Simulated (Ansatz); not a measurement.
Consider GaCuSe2 in the chalcopyrite structure (space group I-42d, No. 122; a = 5.608 Å, c = 11.098 Å). Axes: x, y, z lie along a, b, c of the conventional cell.

Level of theory: r2SCAN in Ansatz (plane waves to 500 eV, PAW, no SOC).

For the base:

```
Property                         Value
-----------------------------  -------
Shortest interatomic distance  2.408 Å
```

Modification: a pure shear with ε_xy = ε_yx = 0.0189, atoms relaxed at fixed cell.

Task: What does the calculation give for the shortest interatomic distance, energy relative to the base and stress after the change?

Result: The shortest interatomic distance drops by 0.007 Å, from 2.408 Å to 2.401 Å; the energy grows by 4.3 meV/atom; the stress (xx, yy, zz, yz, xz, xy; compression positive) comes out as (0.03, 0.03, 0.01, 0.00, 0.00, -1.68) GPa.

The cells carry an imposed strain or load. No phonon test of stability was made. All final runs are without spin polarisation.

Ansatz is a first-principles code.
